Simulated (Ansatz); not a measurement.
Functionals compared on the (20-21) surface of hcp Os in its 1x1 cell, outermost plane spacing 0.19 Å in the ideal cut, in Ansatz (plane waves, PAW). The structure was relaxed with PBE; the other rows are single points on it, each with its references at the same level. Cutoff 420 eV (500 eV for r2SCAN).

Slab: 20 atoms, 10.5 Å thick at the start; k 14x4x1, smearing 0.1 eV, dipole-corrected; all atoms relaxed; held to the part of the start's symmetry that mesh and held atoms allow; no spin, no spin-orbit, no U. These notes are the PBE run's.

| functional | surface energy (J/m²) | work function of the top face (eV) | rough cost of the single point |
|---|---|---|---|
| PBE | 3.57 | 5.16 | – |
| LDA | … | … | very roughly 4 core-minutes |
| PBEsol | 4.01 | 5.28 | about 6 core-minutes (a rough figure) |
| RPBE | 3.34 | 5.02 | about 5 core-minutes (a rough figure) |
| r2SCAN | 3.84 | 5.21 | about 8 core-minutes (a rough figure) |

Task: Some entries are withheld; supply them.

Result: 
- LDA, surface energy (J/m²): 4.14
- LDA, work function of the top face (eV): 5.49

Ansatz is a first-principles code.
